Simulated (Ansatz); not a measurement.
## Effect of pressure 4.2 GPa on SiO2

Take SiO$_{2}$ (space group P4_12_12, No. 92; a = 5.085 Å, c = 7.100 Å) as the base.

One thing is altered: a hydrostatic pressure of 4.2 GPa.

Method: Ansatz (a program for electronic structure) PBE, no SOC. Settings: 5×5×4 k-points, 0.05 eV Fermi–Dirac smearing.

```json
[
 {"quantity": "volume per atom", "base": "15.30 Å³", "changed": "12.64 Å³", "shift": "-2.654 Å³"},
 {"quantity": "density", "base": "2.17 g/cm³", "changed": "2.63 g/cm³", "shift": "+0.46 g/cm³"},
 {"quantity": "lattice parameter a", "base": "5.085 Å", "changed": "4.813 Å", "shift": "-0.2712 Å"},
 {"quantity": "c/a ratio", "base": "1.396", "changed": "1.360", "shift": "-0.036"},
 {"quantity": "shortest interatomic distance", "base": "1.625 Å", "changed": "1.624 Å", "shift": "-0.001 Å"},
 {"quantity": "enthalpy H = E + PV relative to the base's energy", "base": "–", "changed": "+0.36 eV/atom", "shift": "–"},
 {"quantity": "band gap", "base": "5.51 eV", "changed": "5.78 eV", "shift": "+0.264 eV"},
 {"quantity": "gap character", "base": "direct at Γ", "changed": "direct at Γ", "shift": "–"},
 {"quantity": "width of the top valence band", "base": "0.64 eV", "changed": "0.50 eV", "shift": "-0.14 eV"},
 {"quantity": "electron mass", "base": "0.54 mₑ (at Γ)", "changed": "0.50 mₑ (at Γ)", "shift": "–"},
 {"quantity": "hole mass", "base": "1.6 mₑ along c, 1.9 mₑ across (at Γ)", "changed": "2.0 mₑ along c, 2.1 mₑ across (at Γ)", "shift": "–"},
 {"quantity": "valence-band top at Γ (three highest levels, from the VBM)", "base": "0.00, -0.25, -0.25 eV", "changed": "0.00, -0.56, -0.56 eV", "shift": "–"}
]
```

Final structure:

```
CELL_PARAMETERS angstrom
      4.81334     0.00000     0.00000
      0.00000     4.81334     0.00000
      0.00000     0.00000     6.54840
ATOMIC_POSITIONS crystal
  Si 0.32238 0.32238 0.00000
  Si 0.82238 0.17762 0.75000
  Si 0.17762 0.82238 0.25000
  Si 0.67762 0.67762 0.50000
  O  0.22907 0.14925 0.20192
  O  0.72907 0.35075 0.54808
  O  0.27093 0.64925 0.04808
  O  0.77093 0.85075 0.70192
  O  0.85075 0.77093 0.29808
  O  0.35075 0.72907 0.45192
  O  0.64925 0.27093 0.95192
  O  0.14925 0.22907 0.79808
```

Cost of the whole job for the changed cell (relaxation, final SCF and bands): around 2.5 core-minutes (rough).

Load acts through the strain it causes; cell and atoms are relaxed under it. Masses are band curvatures over ±0.01 Å⁻¹ around the edge. Whether these cells are dynamically stable was not tested.
